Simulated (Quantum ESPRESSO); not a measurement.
# Parameter sweep on TbCuSi (P-6m2, 3 atoms in the cell)

```yaml
crystal:
  lattice:
    - [4.06351, 0.00000, 0.00000]
    - [-2.03175, 3.51910, 0.00000]
    - [0.00000, 0.00000, 3.96715]
  atoms:
    - { symbol: Tb, position: [0.00000, 0.00000, 0.00000], spin: 6.0 }
    - { symbol: Si, position: [0.66667, 0.33333, 0.50000] }
    - { symbol: Cu, position: [0.33333, 0.66667, 0.50000] }
```
(The spins are starting values, not results.)

Base run A: PBEsol, SSSP 1.1.2 efficiency (PBE) pseudopotentials run with Quantum ESPRESSO, self-consistent single point.

Its settings: ecutwfc = 50 Ry; ecutrho = 400 Ry; occupations = smearing; smearing = fd; degauss = 0.0036749 Ry; nspin = 2; input_dft = pbesol; K_POINTS = automatic 7 7 6 0 0 0; conv_thr = 1e-10 Ry; mixing_beta = 0.2.

The starting cell comes from a database of computed structures (which also holds hypothetical and non-ambient phases and stackings), without a prior relaxation at this level. Its lattice was rescaled by a random factor within 2.5 % of one. With one magnetic atom in the cell only a parallel order is possible. With U or open f shells several self-consistent states can exist. The f electrons are in the valence without U or exact exchange, which can misplace them near the Fermi level. Spin-orbit terms, which matter for f shells, are left out. In the base run, with a pressure of about -4 GPa the cell is away from its equilibrium volume at this level.

ΔF is the free energy per atom less that of run A. 

Run A gave: pressure (GPa) -3.91; size of the net moment (μB/atom) 2.06; iterations 39.

Runs:
- B: diagonalization, diago_david_ndim = rmm-davidson, default
- C: diagonalization, diago_david_ndim = rmm-paro, default
- D: diagonalization, diago_david_ndim = default, 3
- E: diagonalization, diago_david_ndim = default, 4

Task: Which runs reach the base run's state, and which is quickest in iterations?

Result: Runs B, C, D, E gave the same state as A (within 1 meV/atom and 0.1 μB a site). The fewest iterations to that state were 30 (B, C); the most were 39.

```csv
run,ΔF (meV/atom),pressure (GPa),size of the net moment (μB/atom),iterations
A,0.00,-3.91,2.06,39
B,0.00,-3.93,2.06,30
C,0.00,-3.90,2.06,30
D,0.00,-3.92,2.06,36
E,0.00,-3.91,2.06,36
```
